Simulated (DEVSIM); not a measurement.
System: illuminated Si n-on-p cell, one wavelength, at 300 K.

Layer 1 from the left is Si, thickness (μm) 0.250, Nd (cm⁻³) 1e19, τn (s) 3.7e-8, τp (s) 6.7e-8, absorption coefficient (cm⁻¹) 2000. Layer 2 from the left is Si, thickness (μm) 21.0, Na (cm⁻³) 3.6e15, τn (s) 8.8e-7, τp (s) 8.8e-7, absorption coefficient (cm⁻¹) 2000.

Left contact: ohmic, minority hole recombination velocity 2e5 cm/s. Right contact: ohmic, minority electron recombination velocity 20000 cm/s. Voltage is applied to the left contact. Recombination: SRH at mid-gap, radiative, Auger. Light enters at the left, 3e16 photons cm⁻² s⁻¹, one pass, no reflection. Mobility is constant in doping.

Constants are typed, rounded textbook-type inputs, not results; the design itself was drawn at random and stands for no fabricated device. Values at 300 K.

Si: gap (eV) 1.124, affinity (eV) 4.05, permittivity 11.7, Nc (cm⁻³) 2.86e19, Nv (cm⁻³) 3.1e19, μn (cm²/Vs) 1417, μp (cm²/Vs) 470, B (cm³/s) 4.7e-15, Cn (cm⁶/s) 2.8e-31, Cp (cm⁶/s) 9.9e-32.

Model (solved in DEVSIM): 1D drift-diffusion, Boltzmann statistics, complete ionisation; no tunnelling, impact ionisation, image-force lowering or self-heating.

Dark forward current:

| |V| (V) | |J| (A/cm²) |
|---|---|
| 0.05 | 8.700e-9 |
| 0.10 | 3.246e-8 |
| 0.15 | 1.073e-7 |
| 0.20 | 3.824e-7 |
| 0.25 | 1.608e-6 |
| 0.30 | 8.184e-6 |
| 0.35 | 4.825e-5 |
| 0.40 | 0.0003097 |
| 0.45 | 0.002071 |
| 0.50 | 0.01409 |
| 0.55 | 0.09593 |
| 0.60 | 0.6295 |
| 0.65 | 3.606 |
| 0.70 | 16.72 |
| 0.75 | 63.62 |
| 0.80 | 205.8 |
| 0.85 | 576.3 |
| 0.90 | 1387 |
| 0.95 | 2868 |

Q: Work out the local ideality factor n = ΔV / (kT/q · ln(J2/J1)) between the rows 0.15 and 0.20 V, 0.50 and 0.55 V, 0.90 and 0.95 V.

A: kT/q = 25.85 mV. From 0.15 to 0.20 V: ln(3.824e-7/1.073e-7) = 1.271, n = 1.52. From 0.50 to 0.55 V: ln(0.09593/0.01409) = 1.918, n = 1.01, near the 1 of diffusion or emission over a barrier. From 0.90 to 0.95 V: ln(2868/1387) = 0.726, n = 2.66.

Q: What current could the absorbed light give at most, and what share is collected?

A: Σ αd = 4.25, so qΦ(1 − exp(−Σ αd)) = 4.74 mA/cm². The simulated short-circuit current is 4.174 mA/cm², a share of 0.88.

Q: Estimate the open-circuit voltage by superposition: the voltage at which the dark current equals that short-circuit current.

A: Interpolating ln J in the table gives 0.468 V. The simulation gives 0.468 V, the same within the digits that matter. Superposition holds where collection doesn't change with voltage.

Q: Estimate the fill factor from FF0 = (v − ln(v + 0.72))/(v + 1), v = qVoc/(nkT), with n from the dark curve.

A: The rows about Voc, 0.45 and 0.50 V, give n = 1.01, so v = 17.9 and FF0 = 0.793. The simulation gives 0.790, the same within the digits that matter.
